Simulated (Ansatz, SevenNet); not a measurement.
For CsCl-type NiAl, the machine-learned potential SevenNet-l3i5 (trained on PBE and PBE+U data) gives:

* **lattice parameter a**: 2.886 Å
* **TO(Γ) frequency**: 275 cm⁻¹
* **elastic constant C11**: 189 GPa
* **elastic constant C44**: 74.7 GPa
* **polycrystal shear modulus**: 44.7 GPa
* **enthalpy of formation**: -0.679 eV/atom

**Question.** What does r²SCAN in Ansatz (PAW) give for the same quantities?

**Answer.** 
- lattice constant a: 2.863 Å (falls by 0.8 %)
- zone-centre TO phonon frequency: 309 cm⁻¹ (rises by 12 %)
- elastic constant C11: 233 GPa (rises by 23 %)
- elastic constant C44: 134 GPa (increases by 79 %)
- Voigt–Reuss–Hill shear modulus: 85.1 GPa (grows by 90 %)
- formation enthalpy: -0.676 eV/atom (moves by +0.003 eV/atom)

For comparison: lattice constant a 2.882 Å (measured, extrapolated to 0 K, zero-point anharmonic expansion removed (Haas, Tran, Blaha 2009); as tabulated in Levämäki et al. (2014), arXiv:1402.3671); formation enthalpy -0.640 ± 0.01 eV/atom (measured, 298 K, copied from a table, unchecked, not corrected to a static lattice; as tabulated in Wang et al. (2021), doi:10.1038/s41598-021-94550-5).

Changes are worked out from the printed values.

Unless a cell is named, each level is at its own relaxed cell (SevenNet-l3i5 12.02, r²SCAN 11.74 Å³/atom).

The crystal itself was run without spin with r²SCAN; a magnetic state was not tried in these runs.

Ansatz's density-functional and Hartree–Fock values are scalar-relativistic unless marked +SOC, with PAW data made under PBE.

Ansatz is an electronic-structure program.
